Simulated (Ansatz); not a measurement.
**A constructed model of the (111) surface of fcc Pd, a layer of Ir in place of the third plane (bottom of the slab: a bare face, its two planes held)**

All values below come from PBE (plane waves to 420 eV, PAW; Ansatz, a first-principles code).

Model: 6-atom slab, 11.4 Å thick at the start, 15x15x1 mesh, Fermi-Dirac 0.1 eV, dipole correction, 2 atoms held, the rest relaxed; start symmetry kept, larger cells not searched; no spin, no spin-orbit, no U. In PBE it is, or lies within 0.01 eV a 1x1 cell of, the lowest of the 2 structures of its composition computed so far; larger cells were not tried.

The work function of the top face is 5.15 eV, the energy released by relaxation comes out as 0.050 eV and the cost is around 2.5 core-minutes (rough).
